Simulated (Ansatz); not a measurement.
Take ScPt in the CsCl type structure (space group Pm-3m, No. 221) as the base.

```xyz
2
Lattice="3.2600 0.0000 0.0000 0.0000 3.2600 0.0000 0.0000 0.0000 3.2600" Properties=species:S:1:pos:R:3 pbc="T T T"
Sc     1.6300     1.6300     1.6300
Pt     0.0000     0.0000     0.0000
```

Levels (all Ansatz, a program for electronic structure, PAW): PBEsol (420 eV, no spin-orbit coupling); PBEsol+SOC (420 eV, noncollinear with spin-orbit coupling).

The geometry is relaxed with PBEsol.

PBEsol pressure: 0.0 GPa

**Question.** What does PBEsol+SOC give at this geometry for the pressure?

**Answer.** The pressure goes from zero to -0.3 GPa.

Single points use the geometry relaxed with PBEsol. Differences between runs with and without spin-orbit coupling are approximate. Stability against distortions was not tested. The runs without spin-orbit coupling are not spin-polarised.
